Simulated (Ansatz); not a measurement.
Results of r²SCANh (Ansatz, a quantum-chemistry and plane-wave program, PAW) for fluorite PtAl2.

Run with plane-wave cutoff 520 eV, 8×8×8 k mesh, Fermi–Dirac smearing 0.05 eV, scalar-relativistic PAW data made under PBE.

Cell (relaxed at this level):

```cif
data_Al2Pt
_chemical_formula_sum 'Al2 Pt1'
_space_group_name_H-M_alt 'P 1'
_space_group_IT_number 1
_cell_length_a 4.16776
_cell_length_b 4.16776
_cell_length_c 4.16776
_cell_angle_alpha 60.000
_cell_angle_beta 60.000
_cell_angle_gamma 60.000
loop_
_space_group_symop_operation_xyz
  'x, y, z'
loop_
_atom_site_label
_atom_site_type_symbol
_atom_site_fract_x
_atom_site_fract_y
_atom_site_fract_z
_atom_site_occupancy
Al1 Al 0.25000 0.25000 0.25000 1
Al2 Al 0.75000 0.75000 0.75000 1
Pt1 Pt 0.00000 0.00000 0.00000 1
```

Estimate the bulk modulus B0 and pressure derivative B′ of the bulk modulus that the calculation returns.


* **bulk modulus B0**: 144 GPa
* **pressure derivative B′ of the bulk modulus**: 4.4

Spin–orbit coupling is not included.

Computed values are for the static lattice.

Computing time: around 11 core-minutes (rough).
